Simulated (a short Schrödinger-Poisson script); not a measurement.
Stack: symmetric double-gate stack, HfO2 on p-type Ge(111), at 400 K.

| layer | material | thickness (nm) | Na (cm⁻³) |
|---|---|---|---|
| 1 | HfO2 | 5.2 | - |
| 2 | Ge | 6 | 2e16 |
| 3 | HfO2 | 5.2 | - |

Constants are typed, rounded textbook-type inputs, not results; the design itself was drawn at random and stands for no fabricated device. HfO2: permittivity 22, conduction-band edge (eV) 1.5, gap (eV) 5.7, electron mass (mₑ) 0.2. Ge: permittivity 16, conduction-band edge (eV) 0, gap (eV) 0.664, Nv at 300 K (cm⁻³) 6e18.

Channel valleys (confinement mass, in-plane density-of-states mass, number): L1 1.59, 0.08, 1; L3 0.09, 0.34, 3. At the gates, both at one voltage, the conduction-band edge of layer 1 lies 1.8 eV − eVg above the Fermi level of the channel. Gaps are held at their typed values at every temperature. Mesh 0.03 nm at interfaces.

From a short Schrödinger-Poisson script (our own, NumPy): 1D Poisson equation in equilibrium, electrons quantum, Hartree (BenDaniel-Duke, 12 states a valley, the channel's in-plane mass for all, wave functions ending at the dielectric), parabolic valleys, classical holes, full ionisation, no traps, pinning or gate leakage.

Question: List the lowest subbands of each valley and their electrons at Vg = 1 V.

Answer: 
```tsv
valley	subband	energy from the Fermi level (meV)	electrons (cm⁻²)	share (%)
L1	0	-122.8	4.14e12	20.4
L1	1	-121.3	4.09e12	20.2
L1	2	-64.7	2.33e12	11.5
L3	0	12.0	7.84e12	38.7
L3	1	331.6	9.75e8	0.0
```

All electrons: 2.03e13 cm⁻². Only the L valleys are kept; under strong confinement the Δ valleys of Ge fill too.
